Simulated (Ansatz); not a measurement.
Question: Name crystals whose electron-phonon coupling λ lies between 0.188 and 0.29 and whose logarithmic mean phonon energy lies between 6.6 and 10.3 meV, by PBEsol, DFPT electron-phonon coupling, linearised Boltzmann equation (Ansatz, an electronic-structure program).

Answer: Many crystals can fit; among those computed here:
- NaAu₂ (Fd-3m): 0.23, 8.2 meV
- LuPd (Pm-3m): 0.29, 9.1 meV

Metals; harmonic phonons. Halving the electron mesh moves these values by up to 4 %; q meshes are mostly untested. Some of the runs warned that the eigensolver left states short of its tolerance. Spin-orbit coupling is left out.

Formula and space group known from diffraction (Crystallography Open Database), not checked to be the room-temperature form: LuPd (Pm-3m), NaAu2 (Fd-3m). The missing spin-orbit coupling matters most for LuPd (Pm-3m), NaAu2 (Fd-3m).
